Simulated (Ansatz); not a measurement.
System: HfTe2 (model structure, started from the rutile type, P4₂/mnm, No. 136, 6 atoms in the cell). Method: LDA in Ansatz (plane waves, PAW).

Settings: plane-wave cutoff 520 eV, 8×8×14 k mesh (along the axes of the cell as run), Fermi–Dirac smearing 0.05 eV, scalar-relativistic PAW data made under PBE.

Cell (relaxed at this level):

HfTe2 is modelled in the tetragonal space group P4₂/mnm (No. 136), the rutile structure, Pearson symbol tP6. Lattice parameters: a = b = 6.850 Å, c = 3.879 Å, α = β = γ = 90.00°. Hf on 2a has 6 Te at 2.774–2.861 Å (octahedral). Te on 4f has 3 Hf at 2.774–2.861 Å. (Neighbours: up to the widest gap in distance over summed covalent radii, below 1.35, at either atom; cation-cation and far metal-metal contacts left out.)

Problem. Give the computed bulk modulus B0.

Solution. 
* **bulk modulus B0**: 62.1 GPa

The run finds no gap.

Note: the bulk modulus is −V dP/dV from two relaxed cells at ±2 % in volume; the relaxation could raise the start's symmetry but not lower it, so the cell can be a saddle point.

Spin–orbit coupling is not included; it can open a gap where bands touch, and shift volumes and moduli.

Static lattice: no zero-point or thermal effects.

The result took very roughly 9 core-minutes.

A model structure was made by putting elements into a prototype or built by hand; it is no filed structure, need not be a known phase, and can be a saddle point held by its symmetry.

Ansatz is a first-principles code.
